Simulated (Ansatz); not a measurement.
The parent structure is Re in the hcp (Mg type) structure (space group P6_3/mmc, No. 194; a = 2.751 Å, c = 4.441 Å).

Level of theory: PBEsol (Ansatz, a first-principles code), scalar-relativistic without spin-orbit coupling.

Base values:

```
Item                Value
---------------  --------
Volume per atom  14.55 Å³
Band gap             zero
```

The change: cell and atoms relaxed at a pressure of 30 GPa.

### Question
Estimate the effect on the volume per atom and band gap.

### Answer
The volume per atom drops by 0.93 Å³, from 14.55 Å³ to 13.62 Å³; the band gap is still zero.

Load acts through the strain it causes; cell and atoms are relaxed under it. Stability against distortions was not tested. No other phases were tried under pressure. All final runs are without spin polarisation.
